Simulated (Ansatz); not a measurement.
Base system: Ga2O3 (space group C2/m, No. 12).

```
CELL_PARAMETERS angstrom
      6.12784    -1.51953     0.00000
      6.12784     1.51953     0.00000
     -1.38609     0.00000     5.64055
ATOMIC_POSITIONS crystal
  Ga 0.09052 0.09052 0.79479
  Ga 0.90948 0.90948 0.20521
  Ga 0.65873 0.65873 0.31448
  Ga 0.34127 0.34127 0.68552
  O  0.16422 0.16422 0.10916
  O  0.83578 0.83578 0.89084
  O  0.17334 0.17334 0.56352
  O  0.82666 0.82666 0.43648
  O  0.49628 0.49628 0.25624
  O  0.50372 0.50372 0.74376
```

Method: r2SCAN, PAW, 500 eV (Ansatz, a program for electronic structure; spin-orbit coupling left out).

One change was made to it. Results:

The band gap increases by 0.09 eV to 3.11 eV; the volume per atom falls by 0.119 Å³ to 10.39 Å³; the width of the top valence band is nearly the same (0.69 eV against 0.70 eV); the smallest direct gap grows by 0.094 eV, from 3.05 eV to 3.15 eV.

**Question.** Name the change that was made.
A) pressure 2.1 GPa
B) pressure −2 GPa
C) pressure 4.5 GPa

**Answer.** A, pressure 2.1 GPa. For comparison, the band gap in the other runs: pressure 4.5 GPa gives 3.22 eV; pressure −2 GPa gives 2.93 eV.

Load acts through the strain it causes; cell and atoms are relaxed under it. No phonon test of stability was made.
